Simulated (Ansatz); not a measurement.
Take C in the diamond structure (space group Fd-3m, No. 227; a = 3.560 Å) as the base. Axes: x, y, z lie along the cube axes.

The values are results of r2SCAN in Ansatz (plane waves to 500 eV, PAW, no spin-orbit coupling), earlier PAW set, not measurements.

For the base:

* **Smallest direct gap**: 5.89 eV
* **Pressure**: 0.00 GPa

Perturbation: biaxial strain −3.51 %, plane normal [001], relaxed out of plane (Cartesian); in-plane vectors clamped, the third vector and the atoms free.

Task: What does the calculation give for the smallest direct gap after the change?

Result: The smallest direct gap decreases by 0.25 eV, from 5.89 eV to 5.64 eV.

Task: Predict the new out-of-plane strain.

Result: The out-of-plane strain amounts to +0.78 %.

Task: What happens to the energy relative to the base?

Result: The energy rises by 56 meV/atom.

Task: What happens to the pressure?

Result: The pressure (mean of the normal stresses, compression positive) goes from zero to 32.23 GPa.

No phonon test of stability was made.

Ansatz is a first-principles code.
